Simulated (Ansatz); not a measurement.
# (Ti,Ta)N: Ta3Ti5N8

A 16-atom cell of (Ti,Ta)N started in the rock salt structure, site fractions Ti 0.625, Ta 0.375, short-range order -0.07 among the nearest mixed sites of the first mixed sublattice (0 is random, a negative value favours unlike neighbours), space group R-3m at the end, an ordered arrangement that its symmetry holds.

Calculation: PBE (plane waves to 420 eV, PAW; Ansatz, a first-principles code). Scalar-relativistic, without spin–orbit coupling; the runs are not spin-polarised. Its k-point mesh 5×5×5, Fermi–Dirac width 0.05 eV.

* **volume per atom**: 10.06 Å³
* **N–Ti bonds (within 1.22 times the sum of covalent radii)**: 2.147 Å on average, from 2.135 to 2.159 (30)
* **N–Ta bonds (within 1.22 times the sum of covalent radii)**: 2.180 Å on average, from 2.178 to 2.183 (18)

```xyz
16
Lattice="0.0000 4.3162 4.3162 4.3201 -0.0039 4.3201 4.3162 4.3162 0.0000" Properties=species:S:1:pos:R:3 pbc="T T T"
Ta     0.0000     0.0000     0.0000
Ta     2.1581     2.1581     0.0000
Ti     2.1601    -0.0020     2.1601
Ti     4.3182     2.1561     2.1601
Ta     0.0000     2.1581     2.1581
Ti     2.1581     4.3162     2.1581
Ti     2.1601     2.1561     4.3182
Ti     4.3182     4.3142     4.3182
N      2.1784     2.1569     2.1784
N      4.3173     4.2959     2.1784
N      4.2952     2.1791     4.2952
N      6.4579     4.3326     4.3190
N      2.1784     4.2959     4.3173
N      4.3411     6.4493     4.3411
N      4.3190     4.3326     6.4579
N      6.4579     6.4715     6.4579
```
